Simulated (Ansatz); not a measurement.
The starting structures come from a database of crystals and need not be the phases stable at ambient conditions.

 Where the default PAW files enter, the runs use the earlier of Ansatz's two default sets.

By LDA and PBEsol, the system below comes out a metal.

Data:

```
Mo2N
1.0
    2.88156     0.00000     0.00000
    1.44078     5.07079     0.00000
    1.44078     0.40937     2.46170
Mo N
2 1
Direct
  0.24289   0.27133   0.24289
  0.75711   0.72867   0.75711
  0.00000   0.00000   0.00000
```

Space group of this cell: R-3m. The cell is taken as given; by PBEsol its mean pressure is -7.0 GPa.

The current runs along the normal of the first two printed vectors, the (101) plane. All runs by Ansatz (a quantum-chemistry and plane-wave program), plane waves and PAW, without spin-orbit coupling; the base is PBEsol.

```json
[
 {"run": "base", "mean pressure (GPa)": "-7.0", "G/A, both spins (10¹⁵ S/m²)": "0.81"},
 {"run": "all lengths scaled by 0.98", "mean pressure (GPa)": "14.4", "G/A, both spins (10¹⁵ S/m²)": "[?]"},
 {"run": "all lengths scaled by 1.02", "mean pressure (GPa)": "-22.9", "G/A, both spins (10¹⁵ S/m²)": "0.75"},
 {"run": "lda in place of pbesol", "mean pressure (GPa)": "-12.4", "G/A, both spins (10¹⁵ S/m²)": "0.81"},
 {"run": "lengths across the current scaled by 0.98, ions clamped", "mean pressure (GPa)": "6.8", "G/A, both spins (10¹⁵ S/m²)": "0.88"},
 {"run": "lengths across the current scaled by 1.02, ions clamped", "mean pressure (GPa)": "-18.1", "G/A, both spins (10¹⁵ S/m²)": "[?]"},
 {"run": "lengths along the current scaled by 0.97, ions clamped", "mean pressure (GPa)": "3.2", "G/A, both spins (10¹⁵ S/m²)": "0.79"},
 {"run": "lengths along the current scaled by 1.03, ions clamped", "mean pressure (GPa)": "-15.2", "G/A, both spins (10¹⁵ S/m²)": "[?]"}
]
```

Task: Complete the blanks.

Result: 
- all lengths scaled by 0.98, G/A, both spins (10¹⁵ S/m²): 0.87
- lengths across the current scaled by 1.02, ions clamped, G/A, both spins (10¹⁵ S/m²): 0.74
- lengths along the current scaled by 1.03, ions clamped, G/A, both spins (10¹⁵ S/m²): 0.82
